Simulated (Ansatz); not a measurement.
The starting structures come from a database of crystals and need not be the phases stable at ambient conditions.

Here is the system:

```
MgY2Se4
1.0
    8.22757     0.00000     0.00000
   -4.11378     7.12528     0.00000
    4.11378     2.37509     6.71778
Y Mg Se
4 2 8
Direct
  0.25000   0.87500   0.37500
  0.75000   0.37500   0.87500
  0.25000   0.37500   0.37500
  0.75000   0.37500   0.37500
  0.50000   0.75000   0.75000
  0.00000   0.00000   0.00000
  0.25896   0.12948   0.12948
  0.75896   0.13844   0.62052
  0.25896   0.12948   0.61156
  0.75896   0.62052   0.62052
  0.74104   0.61156   0.12948
  0.24104   0.62052   0.62052
  0.74104   0.12948   0.12948
  0.24104   0.62052   0.13844
```

Space group of this cell: Fd-3m, spinel. The cell is taken as given.

Transport runs along the normal of the first two printed cell vectors, the (111) plane of the conventional cell.

No gap correction and no spin-orbit coupling; mid-gap values are interpolated between computed energies.

### Question
Predict the band gap and the smallest decay constant κ at mid-gap from r2SCAN (Ansatz, an electronic-structure program).

### Answer
Gap 1.82 eV on a 6×6×6 mesh; κ = 0.188 1/Å, at the zone centre.
